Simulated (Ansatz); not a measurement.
# Ru, pressure series

Base system: Ru in the hcp (Mg type) structure (space group P6_3/mmc, No. 194).

```yaml
crystal:
  lattice:
    - [2.72216, 0.00000, 0.00000]
    - [-1.36108, 2.35746, 0.00000]
    - [0.00000, 0.00000, 4.29083]
  atoms:
    - { symbol: Ru, position: [0.66667, 0.33333, 0.75000] }
    - { symbol: Ru, position: [0.33333, 0.66667, 0.25000] }
```

Cell and atoms are relaxed at each pressure.

Computed with Ansatz (a quantum-chemistry and plane-wave program) PBE, no spin-orbit coupling.

```csv
P (GPa),V (Å³/atom)
-2.01,13.858
-1.01,13.813
0.90,13.729
2.09,13.677
4.51,13.577
9.01,13.400
15.00,13.184
22.50,12.939
30.00,12.717
```

Task: Fit a third-order Birch–Murnaghan equation of state.

Result: Least squares on P(V) = (3B₀/2)[(V₀/V)^(7/3) − (V₀/V)^(5/3)]·[1 + (3/4)(B₀′ − 4)((V₀/V)^(2/3) − 1)] gives V₀ = 13.77 Å³/atom, B₀ = 312 GPa and B₀′ = 4.8.

Load acts through the strain it causes; cell and atoms are relaxed under it. No phonon test of stability was made. Competing high-pressure phases were not computed. All final runs are without spin polarisation.
